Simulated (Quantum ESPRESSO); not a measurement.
Troubleshooting Quantum ESPRESSO: a failed run on SrMg6Bi (Amm2, 8 atoms in the cell). The aim is a self-consistent single point with DFT, PBEsol, plane waves, SSSP 1.1.2 efficiency (PBE) pseudopotentials.

Cell that was meant: a = 5.4538 Å, b = 6.8825 Å, c = 6.8825 Å, α = 56.59°, β = 90.00°, γ = 90.00°.

Part of the input:

```fortran
 ecutwfc = 40
 ecutrho = 320
 occupations = 'smearing'
 smearing = marzari-vanderbilt
 degauss = 0.019992
 input_dft = 'pbesol'
/
```

Log, with long lists cut:

```
     This program is part of the open-source Quantum ESPRESSO suite
     for quantum simulation of materials; please cite

 %%%%%%%%%%%%%%%%%%%%%%%%%%%%%%%%%%%%%%%%%%%%%%%%%%%%%%%%%%%%%%%%%%%%%%%%%%%%%%
     Error in routine  read_namelists (1):
      bad line in namelist &system: " degauss = 0.019992" (error could be in the previous line)
 %%%%%%%%%%%%%%%%%%%%%%%%%%%%%%%%%%%%%%%%%%%%%%%%%%%%%%%%%%%%%%%%%%%%%%%%%%%%%%

     stopping ...
```

Q: Read the log: what does the program object to, and what is the fix?

A: The fault is a string without quotes in a namelist. Fortran namelists need character values in quotes. To fix it, quote the value. The program stopped before any SCF iteration.

An input that runs soundly differs in these lines (not the only fix; some lines may just follow from the change or write a value another way):
```diff
- smearing = marzari-vanderbilt
+ smearing = 'marzari-vanderbilt'
```

With that input, the run converged in 12 iterations: free energy E − TS -6140.5529 eV; Fermi level (on the code's own zero) 5.29 eV; pressure -1.19 GPa; largest force (vector length) 0.086 eV/Å (DFT, PBEsol, plane waves, SSSP 1.1.2 efficiency (PBE) pseudopotentials).

On the sound input: the starting cell comes from a database of computed structures (which also holds hypothetical and non-ambient phases and stackings), without a prior relaxation at this level.
